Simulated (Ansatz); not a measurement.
# A computed series for MgTe: response to strain

The parent structure is MgTe in the zinc blende structure (space group F-43m, No. 216; a = 6.439 Å). Axes: x, y, z lie along the cube axes.

Strains are applied to the cell and any free atomic positions relax; under biaxial strain the out-of-plane vector relaxes too.

Calculations: plane-wave PAW DFT at the PBEsol level (Ansatz, a quantum-chemistry and plane-wave program, 420 eV), scalar-relativistic without spin-orbit coupling.

```csv
"biaxial strain, plane normal [001], relaxed out of plane (%)",out-of-plane strain (%)
-3,3.95
-2.5,?
-2,2.66
-1.5,2.01
-1,1.34
-0.5,0.67
0,0.00
```

Question: Fit ε⊥ = −νε + γε² (strains in %) to the rows shown and predict the withheld row.

Answer: Least squares on the printed values gives ν = 1.36 (the biaxial Poisson response) and γ = -0.013 (largest residual 0.01 %); this predicts 3.31 %, and the run gives 3.31 %, in agreement.

Stability against distortions was not tested.
